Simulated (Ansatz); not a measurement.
Ansatz (a first-principles code) run on BaAl2 (R3m, 6 atoms in the cell): self-consistent single point

Computed with PBEsol, default PAW files made with PBE (plane waves; Ansatz).

Input as run:

Ansatz 0.2 input:
```yaml
# BaAl2
crystal:
  lattice:
    - [0.00000000, 4.24373500, 4.24373500]
    - [4.24373500, 0.00000000, 4.24373500]
    - [4.24373500, 4.24373500, 0.00000000]
  atoms:
    - { symbol: Ba, position_ang: [4.27260089, 4.27260089, 4.27260089] }
    - { symbol: Ba, position_ang: [6.36560250, 6.36560250, 6.36560250] }
    - { symbol: Al, position_ang: [1.06093375, 1.06093375, 1.06093375] }
    - { symbol: Al, position_ang: [1.06093375, 3.18280125, 3.18280125] }
    - { symbol: Al, position_ang: [3.18280125, 3.18280125, 1.06093375] }
    - { symbol: Al, position_ang: [3.18280125, 1.06093375, 3.18280125] }
basis:
  ecutwfc: 30.9 Ry
kpoints:
  mp_grid:
    grid: [6, 6, 6]
hamiltonian:
  xc: pbesol
  pseudopotentials:
    kind: paw
scf:
  occupations:
    method: gaussian
    width: 0.0073 Ry
output:
  forces: true
  eigenvalues: true
  stress: true
```

The program printed (abridged):

```
WARN ansatz: RAYON_NUM_THREADS=1 ignored (pool sized by the plan → 1); use --threads N
Pseudopotentials: kind: paw
Pseudopotential: Ba, paw, valence charge 10
Pseudopotential: Al, paw, valence charge 3
Crystal: 6 atoms, lattice volume = 152.853 Å³
Basis set: ecut = 420.4159175005146 eV, 2975 PW (Γ), exchange–correlation on 90×90×90 points (8 copies of the dense FFT grid, shifted against one another)
Bands: 22, of which v1, the nominal top of the filled ones, is band 16 counted from 1 (15 counted from 0)
Symmetry: 6 space group operations
Space group: R3m (ITA 160), of the structure as read, at distance tolerance 5.3e-5 Å
k-points: 32 of 216 (time reversal used)
PAW frozen core: Ba, regenerated for the run's functional, and the local potential with it
PAW frozen core: Al, regenerated for the run's functional, and the local potential with it
Initial density: superposition of atomic densities (neutral atoms: chi_scale 0, normalization atom), corrected by the library's trained network
Initial wavefunctions: pseudopotential atomic-orbital guess
Eigensolver: davidson
Functional: x = pbesol(κ = 0.804, μ = 0.12345679012345678), c = pbesol(β = 0.046)
SCF iter   1: F=—  HF=-13824.897236 eV  |F-HF|=—  |Δ(HF+E_count)|=         —  Δρ=1.90e-3  dr2=7.20e-3  ethr=1.77e-3  ⟨swp⟩=11.3  Hψ=4975  notcnv=0
all-band conjugate gradients solve this SCF's bands
preconditioner: auto → Kerker (q_TF=auto, 2.102 Å⁻¹)
SCF iter   2: F=—  HF=-13824.896629 eV  |F-HF|=—  |Δ(HF+E_count)|=   6.06e-4  Δρ=1.23e-3  dr2=3.32e-3  ethr=2.25e-5  ⟨swp⟩=1.1  Hψ=984  notcnv=0
SCF iter   3: F=—  HF=-13824.896183 eV  |F-HF|=—  |Δ(HF+E_count)|=   4.47e-4  Δρ=9.71e-5  dr2=1.11e-5  ethr=1.04e-5  ⟨swp⟩=2.2  Hψ=861  notcnv=0
SCF iter   4: F=—  HF=-13824.896217 eV  |F-HF|=—  |Δ(HF+E_count)|=   3.44e-5  Δρ=2.48e-5  dr2=1.82e-6  ethr=3.47e-8  ⟨swp⟩=2.2  Hψ=1171  notcnv=0
iter 5 did not close the SCF: its close was put off for the readings that it lacked (scf_convergence_deferred on its scf_iter line)
SCF iter   5: F=-13824.896217 eV  HF=-13824.896217 eV  |F-HF|=1.49e-8  |Δ(HF+E_count)|=   1.87e-7  Δρ=7.31e-6  dr2=9.67e-8  ethr=5.69e-9  ⟨swp⟩=2.2  Hψ=933  notcnv=0
SCF iter   6: F=-13824.896217 eV  HF=-13824.896217 eV  |F-HF|=4.86e-10  |Δ(HF+E_count)|=   1.03e-8  Δρ=1.38e-6  dr2=3.24e-9  ethr=3.02e-10  ⟨swp⟩=7.2  Hψ=3511  notcnv=0
SCF 1 converged in 6 iterations: F = -13824.896217 eV  dr2 = 3.24e-9
SCF converged after 6 iterations
Free energy (F): -13824.896217 eV
Harris-Foulkes:  -13824.896217 eV  (|F-HF|=4.86e-10)
Internal energy: -13824.875542 eV  (E = F + TS)
E sigma→0 (E₀):  -13824.885879 eV
Entropy (-TS):   -0.020675 eV (-3.446 meV/atom)
Fermi energy:    8.006735 eV
--- Per-component energies (eV) ---
  E_band       = -53.841293
  E_kinetic    = 424.557260
  E_local      = -583.025741  (includes V_loc(G=0)·N_el)
  E_nonlocal   = 159.515057
  E_hartree    = 209.372584
  E_xc         = -489.146520
  E_vxc        = -385.285527  (∫ρ·V_xc dr)
  E_paw        = -12099.808132  (= ΣΔE_a)
  E_vpaw       = -88.347319  (= ΣTr[D̂ρ^β])
  E_aug_tail   = -0.000013  (compensation charges beyond the density's cutoff)
  E_ewald      = -1446.719460
  E_core_change = 0.379422  (= ΣΔE_core)
  E_smearing   = -0.020675  (= −TS)
  E_closure    = 0.000000  (closes the sum)
  Σ components = -13824.896217   (vs F -13824.896217, Δ=0.00e0)
--- Forces (eV/Å), atoms counted from 1 ---
  atom   1  Ba    -0.11454892    -0.11454892    -0.11454892
  atom   2  Ba     0.01478145     0.01478145     0.01478145
  atom   3  Al     0.00917191     0.00917191     0.00917191
  atom   4  Al     0.04015599     0.02521921     0.02521921
  atom   5  Al     0.02521921     0.02521921     0.04015599
  atom   6  Al     0.02521921     0.04015599     0.02521921
  max |Σ_I F_I| component: 1.15e-6 eV/Å
--- Stress (GPa, compression-positive) ---
       -1.532241      -0.068374      -0.068374
       -0.068374      -1.532241      -0.068374
       -0.068374      -0.068374      -1.532241
  P = ⅓ Tr σ = -1.5322 GPa (-15.322 kbar)
  The stress holds the Pulay correction. Without it, at fixed plane waves, as pw.x and ABINIT print it: P = -1.5518 GPa
--- Band table (eV; the first three rows and the last of 32) ---
  k-point 0: bands = ["-19.6362", "-19.3551", "-5.2458", "-5.1644", "-5.1644", "-4.6117", "-4.6117", "-4.5574", "0.2768", "5.0482", "5.3583", "5.3583", "5.4019", "6.4234", "6.4234", "6.6473", "6.6949", "6.6949", "10.1392", "11.6960", "11.6960", "11.7114"]
  k-point 1: bands = ["-19.6230", "-19.3688", "-5.2727", "-5.1999", "-5.1945", "-4.6046", "-4.5800", "-4.5284", "0.5051", "4.0607", "5.0607", "5.0659", "5.9486", "6.7103", "6.7305", "6.9964", "7.0643", "7.0874", "10.6613", "11.3268", "11.3793", "11.3995"]
  k-point 2: bands = ["-19.5912", "-19.4015", "-5.3209", "-5.2842", "-5.2466", "-4.5675", "-4.5250", "-4.4742", "1.0645", "3.0427", "4.7334", "4.7577", "5.7686", "6.9178", "6.9273", "8.1309", "8.1864", "8.6000", "9.8688", "10.4739", "10.4992", "11.5384"]
  k-point 31: bands = ["-19.5564", "-19.4373", "-5.3704", "-5.2845", "-5.2845", "-4.5208", "-4.4807", "-4.4807", "1.5214", "2.4143", "4.6273", "4.6273", "5.7854", "7.0223", "7.0223", "8.8540", "8.8540", "9.0182", "10.0700", "10.0700", "10.3437", "11.3683"]
```

The run converged in 6 iterations.

The starting cell comes from a database of computed structures (which also holds hypothetical and non-ambient phases and stackings), without a prior relaxation at this level. Its lattice was rescaled by up to half a per cent. One atom was moved a little off its site on purpose. Ansatz's pressure includes its estimate of the finite-basis (Pulay) stress.
